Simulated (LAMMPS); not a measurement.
MD from the crystal across the composition of Al (fcc) with a share x of Al sites Fe; each row has its own temperature.

Computed with classical MD, pair style eam/fs, file AlFe_mm.eam.fs (LAMMPS).

| x | volume | state | enthalpy | T (K) |
|---|---|---|---|---|
| 0.1 | 16.0695 ± 0.0007 Å³/atom | crystal; no diffusion seen in 30 ps | -3.2689 ± 0.0001 eV/atom | 710 |
| 0.25 | 14.6133 ± 0.0003 Å³/atom | crystal; no diffusion seen in 30 ps | -3.4145 ± 0.0001 eV/atom | 810 |
| 0.5 | 13.0913 ± 0.0005 Å³/atom | crystal; no diffusion seen in 30 ps | -3.6277 ± 0.0002 eV/atom | 960 |
| 0.75 | 12.4480 ± 0.0002 Å³/atom | crystal; no diffusion seen in 30 ps | -3.6934 ± 0.0003 eV/atom | 1110 |
| 0.9 | 11.9831 ± 0.0003 Å³/atom | solid that has left the starting structure; no diffusion seen in 30 ps | -3.7069 ± 0.0001 eV/atom | 1210 |

Caution: the potential EAM-type AlFe_mm.eam.fs is made for dilute Fe in Al.

Caution: the random arrangement on this lattice is imposed, and need not be a phase that exists in equilibrium.

Caution (rows 0.1; 0.25; 0.5; 0.75): a run this short can hold a crystal over, or a liquid under, the potential's own melting point, which these runs don't give.

States go by the mean squared displacement: a species diffuses where it passes 1.5 Å², still rises and gives D over 1e-6 cm²/s; a crystal has left its structure where atoms lie 0.35 Å off their sites on average or a cubic box changes its shape by 3 %, or the axial ratios of another lie 8 % off the starting cell's, which the potential's own relaxation can also do.

The ± values are statistical; the model's systematic error is not in them.
